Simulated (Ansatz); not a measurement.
**LaWN3, element substitutions**

The parent structure is LaWN3 (space group R3c, No. 161; a = 5.6475 Å, c = 13.7293 Å (hexagonal axes); a cell from a computed database, its experimental status unchecked).

Each row replaces one element on all its sites; cell and atoms are relaxed.

Calculations: Kohn–Sham DFT with the PBEsol functional, run in Ansatz (a program for electronic structure) with PAW and 420 eV plane waves, no spin-orbit coupling.

Problem. Only one of these keeps the space group of the base. Which?
A. N → F
B. W → As
C. W → Ru

Solution. C, W → Ru. Computed: W → Ru: R3c (No. 161); W → As: R-3c (No. 167); N → F: R-3c (No. 167)

Whether these cells are dynamically stable was not tested. As relaxed here, LaRuN3, LaAsN3 and LaWF3 are hypothetical phases, not in the database extracts checked. No Hubbard U is applied, and correlation can decide whether such a compound is a metal. The final runs are not spin-polarised.
